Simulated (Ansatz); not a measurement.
Base system: Sb in the A7 type structure (space group R-3m, No. 166; a = 4.268 Å, c = 10.718 Å (hexagonal axes)).

All numbers come from Kohn–Sham DFT with the PBEsol-D3(BJ) functional, run in Ansatz (a quantum-chemistry and plane-wave program) with PAW and 420 eV plane waves, no SOC.

One change was made to it. Results:

```csv
quantity,base,after
volume per atom,28.19 Å³,22.43 Å³
band gap,zero,zero
```

What was done to the base?
(A) pressure −1 GPa
(B) pressure 9 GPa
(C) pressure 22.5 GPa

C, pressure 22.5 GPa. For comparison, the volume per atom in the other runs: pressure −1 GPa gives 28.77 Å³; pressure 9 GPa gives 24.84 Å³.

Spin-orbit coupling, missing from the scalar runs, can matter with Sb. Load acts through the strain it causes; cell and atoms are relaxed under it. Whether these cells are dynamically stable was not tested. Competing high-pressure phases were not computed. Along this pressure series the structure jumps between pressure 2.1 GPa and pressure 4.5 GPa; cells beyond that are another form of it.
